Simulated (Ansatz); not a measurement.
**A computed series for MoS2: response to strain**

Start from MoS₂ (space group P6_3/mmc, No. 194; a = 3.109 Å, c = 11.709 Å; layered, stacked along the Cartesian z axis).

Strains are applied to the cell and any free atomic positions relax.

Method: plane-wave PAW DFT at the PBEsol-D3(BJ) level (Ansatz, an electronic-structure program, 420 eV), spin-orbit coupling left out.

Notes on the quantities. energy relative to the base: free energy F.

| isotropic strain (%) | energy relative to the base (meV/atom) |
|---|---|
| 0 | 0.0 |
| 0.6 | 1.4 |
| 1.2 | 5.6 |
| 1.8 | ? |
| 2.4 | 21.5 |

Q: Fit ΔE = Aε² + Bε³ (ε in %) to the rows shown and predict the withheld row.

A: Least squares on the printed values gives A = 4.03 and B = -0.12 meV/atom (largest residual 0.0 meV/atom); this predicts 12.3 meV/atom, and the run gives 12.3 meV/atom, in agreement.

Whether these cells are dynamically stable was not tested.
